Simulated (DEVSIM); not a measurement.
Structure: illuminated Si n-on-p cell, one wavelength, with a back-surface field, at 300 K.

```csv
layer (left to right),material,thickness (μm),Nd (cm⁻³),Na (cm⁻³),τn (s),τp (s),absorption coefficient (cm⁻¹)
1,Si,0.420,2.1e18,-,2.3e-7,7.8e-7,9200
2,Si,30.0,-,8.1e15,4.1e-6,4.1e-6,9200
3,Si,0.110,-,1.3e18,4.1e-6,4.1e-6,9200
```

Left contact: ohmic, minority hole recombination velocity 70000 cm/s. Right contact: ohmic, minority electron recombination velocity 30000 cm/s. Voltage is applied to the left contact. Recombination: SRH at mid-gap, radiative, Auger. Light enters at the left, 3.8e16 photons cm⁻² s⁻¹, one pass, no reflection. Mobility is μmin + (μ − μmin)/(1 + (N/Nref)^α).

Constants are typed, rounded textbook-type inputs, not results; the design itself was drawn at random and stands for no fabricated device. Values at 300 K.

| parameter | Si |
|---|---|
| gap (eV) | 1.124 |
| affinity (eV) | 4.05 |
| permittivity | 11.7 |
| Nc (cm⁻³) | 2.86e19 |
| Nv (cm⁻³) | 3.1e19 |
| μn (cm²/Vs) | 1417 |
| μp (cm²/Vs) | 470 |
| μn,min | 52 |
| μp,min | 45 |
| Nref,n | 9.7e16 |
| Nref,p | 2.2e17 |
| αn | 0.68 |
| αp | 0.72 |
| B (cm³/s) | 4.7e-15 |
| Cn (cm⁶/s) | 2.8e-31 |
| Cp (cm⁶/s) | 9.9e-32 |

DEVSIM, 1D drift-diffusion, Boltzmann statistics, complete ionisation; no tunnelling, impact ionisation, image-force lowering or self-heating.

Base results: fill factor 0.82; short-circuit current (mA/cm²) 5.57; dark forward voltage at 100 A/cm² (V) 0.850; dark forward voltage at 1 A/cm² (V) 0.707.

**Question.** What follows from this one change: recombination velocity at the right contact 30000 → 1e+07 cm/s?

**Answer.** fill factor little changed (0.81); short-circuit current little changed (5.54 mA/cm²); dark forward voltage at 100 A/cm² 0.850 → 0.810 V; dark forward voltage at 1 A/cm² 0.707 → 0.664 V.

**Question.** What follows from this one change: thickness of layer 1 0.42 → 0.25 μm?

**Answer.** fill factor little changed (0.82); short-circuit current 5.57 → 5.84 mA/cm²; dark forward voltage at 100 A/cm² little changed (0.849 V); dark forward voltage at 1 A/cm² little changed (0.705 V).

**Question.** What follows from this one change: photon flux 3.8e+16 → 3.8e+15 cm^-2 s^-1?

**Answer.** fill factor 0.82 → 0.80; short-circuit current 5.57 → 0.557 mA/cm²; dark forward voltage at 100 A/cm² little changed (0.850 V); dark forward voltage at 1 A/cm² little changed (0.707 V).

**Question.** What follows from this one change: constant mobility in place of the doping-dependent one?

**Answer.** fill factor little changed (0.82); short-circuit current 5.57 → 5.88 mA/cm²; dark forward voltage at 100 A/cm² 0.850 → 0.845 V; dark forward voltage at 1 A/cm² 0.707 → 0.703 V.
